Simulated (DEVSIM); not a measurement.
System: abrupt Ge n-p junction, at 300 K.

Layer 1 from the left is Ge, thickness (μm) 24.0, Nd (cm⁻³) 1.2e15, τn (s) 2.9e-7, τp (s) 2.9e-7. Layer 2 from the left is Ge, thickness (μm) 9.20, Na (cm⁻³) 3.2e15, τn (s) 2.9e-7, τp (s) 2.9e-7.

Left contact: ohmic. Right contact: ohmic. Voltage is applied to the left contact. Recombination: SRH at mid-gap. Mobility is constant in doping.

This is a model device: material constants are rounded textbook-type values typed into the input, and sizes, dopings and lifetimes were drawn at random. Values at 300 K.

Ge: gap (eV) 0.664, affinity (eV) 4, permittivity 16, Nc (cm⁻³) 1.04e19, Nv (cm⁻³) 6e18, μn (cm²/Vs) 3900, μp (cm²/Vs) 1900.

Estimate by hand the built-in potential, the peak field at zero bias, and compare with a numerical solution.


- Built-in potential: ni = √(Nc Nv) exp(−Eg/2kT) = 2.09e13 cm⁻³ with Eg = 0.664 eV; Vbi = kT/q ln(Na Nd/ni²) = 0.235 V; numerical 0.235 V.
- Peak field at zero bias: depletion approximation: W = √(2εVbi/(qN)) = 0.690 μm with N = 8.73e14 cm⁻³; field = 2Vbi/W = 6810 V/cm; numerical 6100 V/cm (estimate above by 12 %).

Model (solved in DEVSIM): 1D drift-diffusion, Boltzmann statistics, complete ionisation; no tunnelling, impact ionisation, image-force lowering or self-heating.
